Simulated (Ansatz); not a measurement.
Consider GaSb in the zinc blende structure (space group F-43m, No. 216; a = 6.213 Å).

The values are results of PBE, PAW, 420 eV (Ansatz, an electronic-structure program; no spin-orbit coupling), not measurements.

For the base:

The band gap comes out as zero. The gap character is absent. The shortest interatomic distance comes out as 5.084 bohr.

One thing is altered: cell and atoms relaxed at a pressure of 30 GPa.

Predict the new band gap.

The band gap becomes 0.35 eV (base: zero).

Estimate the effect on the gap character.

The gap character becomes indirect, Γ → Γ–X (80 % along) (base: absent).

Estimate the effect on the shortest interatomic distance.

The shortest interatomic distance drops by 0.5096 bohr to 4.575 bohr.

Spin-orbit coupling, missing from the scalar runs, can matter with Sb. Load acts through the strain it causes; cell and atoms are relaxed under it. Whether these cells are dynamically stable was not tested. Tetrahedral semiconductors of this kind turn to denser phases somewhere between about 1 and 50 GPa; those were not computed, so compressed cells here can lie past the real transition. All final runs are without spin polarisation. The zero or small gap of GaSb can change with the level of theory.
